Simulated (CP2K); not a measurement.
**A self-consistent single point of Cs (Im-3m, 1 atom in the cell) with CP2K**

Level of theory: CP2K with PBEsol, GPW, DZVP-MOLOPT-SR-GTH basis, GTH-PBE potentials (GTH_POTENTIALS).

The input file:

```
&GLOBAL
  PROJECT run
  RUN_TYPE ENERGY_FORCE
  PRINT_LEVEL LOW
&END GLOBAL
&FORCE_EVAL
  METHOD Quickstep
  STRESS_TENSOR ANALYTICAL
  &DFT
    BASIS_SET_FILE_NAME BASIS_MOLOPT
    POTENTIAL_FILE_NAME GTH_POTENTIALS
    &QS
      METHOD GPW
      EPS_DEFAULT 1E-11
    &END QS
    &MGRID
      CUTOFF 500
      REL_CUTOFF 50
      NGRIDS 5
    &END MGRID
    &SCF
      SCF_GUESS ATOMIC
      EPS_SCF 1E-7
      MAX_SCF 100
      ADDED_MOS 4
      &DIAGONALIZATION
        ALGORITHM STANDARD
      &END DIAGONALIZATION
      &MIXING
        METHOD BROYDEN_MIXING
        ALPHA 0.2
        NBUFFER 10
        BETA 1.5
      &END MIXING
      &SMEAR ON
        METHOD GAUSSIAN
        SIGMA [eV] 0.1
      &END SMEAR
    &END SCF
    &KPOINTS
      SCHEME MONKHORST-PACK 4 4 4
      GAMMA_CENTERED T
    &END KPOINTS
    &XC
      &XC_FUNCTIONAL
        &PBE
          PARAMETRIZATION PBESOL
        &END PBE
      &END XC_FUNCTIONAL
    &END XC
    &PRINT
      &MO
        EIGENVALUES T
        OCCUPATION_NUMBERS T
        NDIGITS 8
        FILENAME mo
        &EACH
          QS_SCF 0
        &END EACH
        ADD_LAST NUMERIC
      &END MO
      &MULLIKEN OFF
      &END MULLIKEN
    &END PRINT
  &END DFT
  &SUBSYS
    &CELL
      A 5.25634100 0.00000000 0.00000000
      B -1.75211400 4.95572600 0.00000000
      C -1.75211400 -2.47786300 4.29178500
      PERIODIC XYZ
    &END CELL
    &COORD
      SCALED
      Cs       0.00000000     0.00000000     0.00000000
    &END COORD
    &KIND Cs
      BASIS_SET DZVP-MOLOPT-SR-GTH-q9
      POTENTIAL GTH-PBE-q9
    &END KIND
  &END SUBSYS
  &PRINT
    &FORCES ON
    &END FORCES
    &STRESS_TENSOR ON
    &END STRESS_TENSOR
  &END PRINT
&END FORCE_EVAL
```

Output, abridged:

```
 GLOBAL| Method name                                                        CP2K
 GLOBAL| Project name                                                        run
 GLOBAL| Run type                                                   ENERGY_FORCE

 TOTAL NUMBERS AND MAXIMUM NUMBERS

  Total number of            - Atomic kinds:                                   1
                             - Atoms:                                          1
                             - Shell sets:                                     1
                             - Shells:                                         6
                             - Primitive Cartesian functions:                  6
                             - Cartesian basis functions:                     15
                             - Spherical basis functions:                     14

  Maximum angular momentum of- Orbital basis functions:                        2
                             - Local part of the GTH pseudopotential:          2
                             - Non-local part of the GTH pseudopotential:      3

 SCF PARAMETERS         Density guess:                                    ATOMIC
                        max_scf:                                             100
                        max_diis:                                              4
                        eps_scf:                                        1.00E-07
                        eps_diis:                                       1.00E-01
                        eps_eigval:                                     1.00E-05
                        level_shift [a.u.]:                             0.000000
                        added MOs                                         4    0
                        Mixing method:                            BROYDEN_MIXING
                                                charge density mixing in g-space
                        Smear method:                                   GAUSSIAN
                        Smearing width (sigma) [a.u.]:                  3.67E-03
                        Accuracy threshold:                             1.00E-10
                        No outer SCF

 Extrapolation method: initial_guess

 Number of electrons:                                                          9
 Number of occupied orbitals:                                                  5
 Number of molecular orbitals:                                                 9

 Number of orbital functions:                                                 14
 Number of independent orbital functions:                                     14

 SCF WAVEFUNCTION OPTIMIZATION

  Step     Update method      Time    Convergence         Total energy    Change
     1 NoMix/Diag. 0.20E+00      -     2.09699673       -20.1151847486 -2.01E+01
     2 Broy./Diag. 0.20E+00      -     0.00104222       -20.1307244091 -1.55E-02
     3 Broy./Diag. 0.20E+00      -     0.01663193       -20.0920644637  3.87E-02
     4 Broy./Diag. 0.20E+00      -     0.00039123       -20.0794198713  1.26E-02
     5 Broy./Diag. 0.20E+00      -     0.00045545       -20.0813500185 -1.93E-03
     6 Broy./Diag. 0.20E+00      -     0.00008583       -20.0828782543 -1.53E-03
     7 Broy./Diag. 0.20E+00      -     0.00012820       -20.0845348103 -1.66E-03
   [... 4 lines left out ...]
    12 Broy./Diag. 0.20E+00      -     0.00000039       -20.0847001846 -5.40E-06
    13 Broy./Diag. 0.20E+00      -     0.00000041       -20.0847030635 -2.88E-06
    14 Broy./Diag. 0.20E+00      -     0.00000019       -20.0847030907 -2.72E-08
    15 Broy./Diag. 0.20E+00      -     0.00000035       -20.0847027564  3.34E-07
    16 Broy./Diag. 0.20E+00      -     0.00000006       -20.0847026108  1.46E-07

  *** SCF run converged in    16 steps ***

  Electronic density on regular grids:         -9.0000000000       -0.0000000000
  Core density on regular grids:                8.9999999999       -0.0000000001
  Total charge density on r-space grids:       -0.0000000001
  Total charge density g-space grids:          -0.0000000001

  Overlap energy of the core charge distribution:               0.00000000000000
  Self energy of the core charge distribution:                -42.31421876608173
  Core Hamiltonian energy:                                      8.15871489216071
  Hartree energy:                                              17.16246062135539
  Exchange-correlation energy:                                 -3.09086545739497
  Smearing free energy correction:                             -0.00079390085231
  Fermi energy:                                                 0.06742674946472

  Total energy:                                               -20.08470261079009
  Total energy (extrapolated to sigma->0):                    -20.08430566036393

 ENERGY| Total FORCE_EVAL ( QS ) energy [hartree]            -20.084702445504995

 FORCES| Atomic forces [hartree/bohr]
 FORCES|   Atom     x               y               z               |f|
 FORCES|      1  2.12577237E-15  1.30778291E-14  6.38189498E-15   1.47063627E-14
 FORCES| Sum     2.12577237E-15  1.30778291E-14  6.38189498E-15
 FORCES| Total atomic force                                       1.47063627E-14

 STRESS| Analytical stress tensor [bar]
 STRESS|                        x                   y                   z
 STRESS|      x        1.28341467144E+03  -7.70447722174E-04  -5.34257998951E-02
 STRESS|      y       -7.70447722174E-04   1.28341709496E+03  -7.38966213357E-02
 STRESS|      z       -5.34257998951E-02  -7.38966213357E-02   1.28338175270E+03
 STRESS| 1/3 Trace                                             1.28340450637E+03
```

The run converged in 16 iterations.

The starting cell has typed, rounded lattice constants, without a prior relaxation at this level. Its lattice was rescaled by up to half a per cent. Values carry the incompleteness of an atom-centred basis. The potentials were made for another functional than the one used.
